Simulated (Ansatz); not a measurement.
We consider LiTaO3 (model structure, P4mm, No. 99, 5 atoms in the cell), described by LDA (Ansatz, a quantum-chemistry and plane-wave program, PAW).

Numerical settings: plane-wave cutoff 520 eV, 10×10×8 k mesh (along the axes of the cell as run), Fermi–Dirac smearing 0.01 eV, scalar-relativistic PAW data made under PBE.

Cell (relaxed at this level):

Space group P4mm (No. 99); a = b = 3.8937 Å, c = 3.9617 Å, α = β = γ = 90.00°

```tsv
atom	site	symmetry	x	y	z
Ta	1b	4mm	0.5000	0.5000	0.4059
Li	1a	4mm	0.0000	0.0000	0.1586
O	1b	4mm	0.5000	0.5000	0.8667
O	2c	2mm.	0.0000	0.5000	0.3374
```

Task: Predict the band gap and smallest direct gap on the k points sampled.

Result: 
* **band gap**: 2.13 eV
* **smallest direct gap on the k points sampled**: 2.97 eV

Note: the relaxation could raise the start's symmetry but not lower it, so the cell can be a saddle point.

Spin–orbit coupling is not included.

Static lattice: no zero-point or thermal effects.

Computing time: roughly 14 core-seconds.

A model structure was made by putting elements into a prototype or built by hand; it is no filed structure, need not be a known phase, and can be a saddle point held by its symmetry.
